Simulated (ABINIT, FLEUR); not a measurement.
An ABINIT input for a self-consistent single point of La3Ga (Pm-3m, 4 atoms in the cell) (DFT, PBEsol, plane waves, PAW (JTH v2.0 PBE PAW, files made for PBE)):

```
# La3Ga, JTH v2.0 PBE PAW
pp_dirpath "./"
pseudos "La.GGA_PBE-JTH.xml, Ga.GGA_PBE-JTH.xml"
acell 9.2344660717 9.2344660717 9.2344660717
rprim
         1.0000000000    0.0000000000    0.0000000000
         0.0000000000    1.0000000000    0.0000000000
         0.0000000000    0.0000000000    1.0000000000
natom 4
ntypat 2
znucl 57 31
typat 1 1 1 2
xcart
         0.0000000000    4.6172330358    4.6172330358
         4.6172330358    0.0000000000    4.6172330358
         4.6172330358    4.6172330358    0.0000000000
         0.0000000000    0.0000000000    0.0000000000
ecut 26 Ha
pawecutdg 52 Ha
pawxcdev 0
ixc -116133
occopt 3
tsmear 0.00183747
nband 30
kptopt 1
ngkpt 7 7 7
nshiftk 1
shiftk 0 0 0
nstep 100
tolvrs 1.0e-12
prtwf 0
prtden 0
enunit 1
```

Write the same calculation as an input for FLEUR.

One input that does it (others would too):

Input of the input generator:

```
La3Ga
&input film=f /
1.0000000000 0.0000000000 0.0000000000
0.0000000000 1.0000000000 0.0000000000
0.0000000000 0.0000000000 1.0000000000
9.2344660717
1.0 1.0 1.0

4
57 0.0000000000 0.5000000000 0.5000000000
57 0.5000000000 0.0000000000 0.5000000000
57 0.5000000000 0.5000000000 0.0000000000
31 0.0000000000 0.0000000000 0.0000000000

&comp jspins=1 /
&exco xctyp='PBEs' /
&kpt div1=7 div2=7 div3=7 /
&end /
```

```xml
<?xml version="1.0" encoding="UTF-8" standalone="no"?>
<fleurInput fleurInputVersion="0.39">
   <comment>
      La3Ga                                                                                               
   </comment>
   <calculationSetup>
      <cutoffs Kmax="3.8" Gmax="11.4" GmaxXC="11.4" numbands="0"/>
      <scfLoop itmax="60" minDistance="0.00001" maxIterBroyd="15" imix="Anderson" alpha="0.05" precondParam="0.0" spinf="2.0"/>
      <coreElectrons ctail="T" frcor="F" kcrel="0" coretail_lmax="0"/>
      <xcFunctional name="PBEs" relativisticCorrections="F"/>
      <magnetism jspins="1"/>
      <soc l_soc="F" theta="0.0" phi="0.0" spav="F"/>
      <expertModes spex="0" secvar="F"/>
      <geometryOptimization l_f="T" forcealpha="1.0" forcemix="BFGS" epsdisp="0.00001" epsforce="0.00001"/>
      <ldaU l_linMix="F" mixParam="0.05" spinf="1.0"/>
   </calculationSetup>
   <cell>
      <bzIntegration valenceElectrons="46.0" mode="hist" fermiSmearingEnergy="0.00183747">
         <kPointListSelection listName="default-1"/>
         <!-- k-points included here -->
         <xi:include xmlns:xi="http://www.w3.org/2001/XInclude" href="kpts.xml"> </xi:include>
      </bzIntegration>
      <!-- symmetry operations included here -->
      <xi:include xmlns:xi="http://www.w3.org/2001/XInclude" href="sym.xml"> </xi:include>
      <bulkLattice scale="1.0">
         <bravaisMatrix>
            <row-1>    9.2344660717000000     0.0000000000000000     0.0000000000000000</row-1>
            <row-2>    0.0000000000000000     9.2344660717000000     0.0000000000000000</row-2>
            <row-3>    0.0000000000000000     0.0000000000000000     9.2344660717000000</row-3>
         </bravaisMatrix>
      </bulkLattice>
   </cell>
   <atomSpecies>
      <species name="Lanthanum (La)" element="La" atomicNumber="57">
         <mtSphere radius="2.63" gridPoints="925" logIncrement="0.014"/>
         <atomicCutoffs lmax="10" lnonsphr="8"/>
         <electronConfig flipSpins="F">
            <coreConfig>(1s1/2) (2s1/2) (2p1/2) (2p3/2) (3s1/2) (3p1/2) (3p3/2) (4s1/2) (3d3/2) (3d5/2) (4p1/2) (4p3/2) (4d3/2) (4d5/2)</coreConfig>
            <valenceConfig>(5s1/2) (5p1/2) (5p3/2) (6s1/2) (5d3/2) (5d5/2)</valenceConfig>
            <stateOccupation state="(5d3/2)" spinUp="0.2" spinDown="0.2"/>
            <stateOccupation state="(5d5/2)" spinUp="0.3" spinDown="0.3"/>
         </electronConfig>
         <energyParameters s="6" p="6" d="5" f="4"/>
         <lo type="SCLO" l="0" n="5" eDeriv="0"/>
         <lo type="SCLO" l="1" n="5" eDeriv="0"/>
      </species>
      <species name="Gallium (Ga)" element="Ga" atomicNumber="31">
         <mtSphere radius="2.63" gridPoints="925" logIncrement="0.014"/>
         <atomicCutoffs lmax="10" lnonsphr="8"/>
         <electronConfig flipSpins="F">
            <coreConfig>(1s1/2) (2s1/2) (2p1/2) (2p3/2) (3s1/2) (3p1/2) (3p3/2)</coreConfig>
            <valenceConfig>(4s1/2) (3d3/2) (3d5/2) (4p1/2) (4p3/2)</valenceConfig>
            <stateOccupation state="(4p1/2)" spinUp="0.1666666666667" spinDown="0.1666666666667"/>
            <stateOccupation state="(4p3/2)" spinUp="0.3333333333333" spinDown="0.3333333333333"/>
         </electronConfig>
         <energyParameters s="4" p="4" d="3" f="4"/>
      </species>
   </atomSpecies>
   <atomGroups>
      <atomGroup species="Lanthanum (La)">
         <relPos label="                   1">.0000000000 1.000/2.000 1.000/2.000</relPos>
         <relPos label="                   2">1.000/2.000 .0000000000 1.000/2.000</relPos>
         <relPos label="                   3">1.000/2.000 1.000/2.000 .0000000000</relPos>
         <force calculate="T" relaxXYZ="TTT"/>
      </atomGroup>
      <atomGroup species="Gallium (Ga)">
         <relPos label="                   4">.0000000000 .0000000000 .0000000000</relPos>
         <force calculate="T" relaxXYZ="TTT"/>
      </atomGroup>
   </atomGroups>
   <output dos="F" band="F" slice="F">
      <checks vchk="F" cdinf="F"/>
      <bandDOS minEnergy="-.5*Htr" maxEnergy="0.5*Htr" sigma="0.015" storeEVData="T"/>
      <vacuumDOS vacdos="F" integ="F" star="F" nstars="0" locx1="0.0" locy1="0.0" locx2="0.0" locy2="0.0" nstm="0" tworkf="0.0"/>
      <unfoldingBand unfoldBand="F" supercellX="1" supercellY="1" supercellZ="1"/>
      <plotting iplot="0" polar="F">
         <plot TwoD="T" vec1="  1.0  0.0  0.0" vec2="  0.0  1.0  0.0" vec3="  0.0  0.0  1.0" zero="  0.0  0.0  0.0" file="plot"/>
      </plotting>
      <chargeDensitySlicing numkpt="0" minEigenval="0.0" maxEigenval="0.0" nnne="0" pallst="F"/>
      <specialOutput eonly="F"/>
      <magneticCircularDichroism mcd="F" energyLo="-10.0" energyUp="0.0"/>
   </output>
  <!-- We include the file relax.xml here to enable relaxations (see documentation) -->
  <xi:include xmlns:xi="http://www.w3.org/2001/XInclude" href="relax.xml"> <xi:fallback/> </xi:include>
</fleurInput>
```

Basis settings and potentials, where a program has them, do not carry over. This input uses DFT, PBEsol, all-electron FLAPW (FLEUR), scalar-relativistic valence.

The starting cell comes from a database of computed structures (which also holds hypothetical and non-ambient phases and stackings), without a prior relaxation at this level. Its lattice was rescaled by a random factor within 2.5 % of one. For this run, on top of that: lattice scaled by 0.98.
